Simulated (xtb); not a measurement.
xtb 6.7.1, GFN2-xTB: [O][Ge]([OH])([OH])[OH], charge 0, multiplicity 2, 8 atoms. The geometry is a generated start, not checked to be a minimum at this level.

```
Item                                                                                                            Value
------------------------  -------------------------------------------------------------------------------------------
method                                                                                                       GFN2-xTB
--acc                                                                                                     1 (default)
--etemp (K)                                                                                             300 (default)
detailed input (--input)  none: ANC optimiser, Lindh (1995) Hessian, microcycle=20, maxdispl=1.0, hlow=0.01 (default)
basis functions                                                                                                    29
valence electrons                                                                                                  31
```

```xyz
8

O     -1.6522     0.8020     0.1900
Ge    -0.1526     0.0977     0.2436
O     -0.6266    -1.0568    -1.0283
O      1.2033     1.0233    -0.2764
O      0.3426    -0.8142     1.5839
H     -1.4294    -0.8787    -1.5206
H      1.0262     1.7509    -0.8702
H      1.2887    -0.9242     1.6780
```

Charge 0 and multiplicity 2 are set for this test and not shown to be the ground state. GFN-xTB has no spin term: --uhf 1 sets the occupations alone.

The structure is relaxed from this start with --opt LEVEL for the levels crude, sloppy, loose, lax, normal, tight, vtight, extreme, once each. Up to the end of the extreme run atoms move by at most 0.34 Å along an axis.

### Question
Choose the cheapest level whose final energy lies within 20 meV of that of extreme.

### Answer
normal: 22 cycles against 31, ending 0.21 meV above.

```tsv
level	cycles	energy above the extreme run (meV)	gradient norm (eV/Å)
crude	1	39	0.11
sloppy	1	39	0.11
loose	1	39	0.11
lax	1	39	0.11
normal	22	0.21	0.032
tight	26	under 0.01	0.011
vtight	28	under 0.01	0.0051
extreme	31	—	0.0021
```
